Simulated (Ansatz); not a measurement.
Fluorite HfO2 (high-temperature phase) was calculated with r²SCAN+rVV10 (Ansatz, an electronic-structure program, PAW).

Settings: plane-wave cutoff 600 eV, 8×8×8 k mesh, scalar-relativistic PAW data made under PBE.

Cell (relaxed at this level):

```xyz
3
Lattice="0.0000 2.5234 2.5234 2.5234 0.0000 2.5234 2.5234 2.5234 0.0000" Properties=species:S:1:pos:R:3 pbc="T T T"
Hf     0.0000     0.0000     0.0000
O      1.2617     1.2617     1.2617
O      3.7851     3.7851     3.7851
```

Q: What does this level give for the elastic constant C12, elastic constant C11, Voigt–Reuss–Hill bulk modulus, Young modulus and elastic constant C44?

A: 
- elastic constant C12 = 111 GPa
- elastic constant C11 = 606 GPa
- Voigt–Reuss–Hill bulk modulus = 276 GPa
- Young modulus = 324 GPa
- elastic constant C44 = 75.4 GPa

Note: symmetry holds this phase in the static calculation, where it need not be a minimum; held by symmetry at 0 K, a high-temperature phase can be a saddle point.

Elastic constants are with the ions relaxed.

Spin–orbit coupling is not included.
